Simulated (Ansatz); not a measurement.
Defect: Al vacancy in zinc-blende AlN, charge state -3. The step: a nearby Al atom hops onto the vacant site; the atom moves 3.04 Å along (0.00, 0.49, -0.49) of the unit cell; the moving atom starts with neighbours N at 1.80, 2 N at 1.93, N at 1.94 Å and ends with N at 1.80, 2 N at 1.93, N at 1.94 Å. DFT values are from Ansatz (plane-wave PAW, 420 eV unless said) in a cell of 64 host sites, spin-restricted, static, with no finite-size correction. The host's phase is taken as given; its stability against other phases was not computed. The charge state is imposed; whether it is stable for some Fermi level was not computed. Forms of the defect that were not tried may lie lower. For the PBE band: the saddle point's order was not checked, and it lies on a symmetry element of the cell, where a band can be held.

| Level | Forward barrier (eV) | Cost of the band or of the saddle's single point |
|---|---|---|
| CHGNet universal potential (has no charge state), its own band | 1.58 | - |
| PBE, the Γ point alone, band relaxed | 2.11 | about 6 core-minutes (a rough figure) |
| PBE, a 2×2×2 k-point mesh shifted by half a step, same geometries | 2.10 | around 100 core-seconds (rough) |
| r2SCAN at 500 eV, the Γ point alone, same geometries | 2.33 | around 70 core-seconds (rough) |

Ansatz is a quantum-chemistry and plane-wave program.
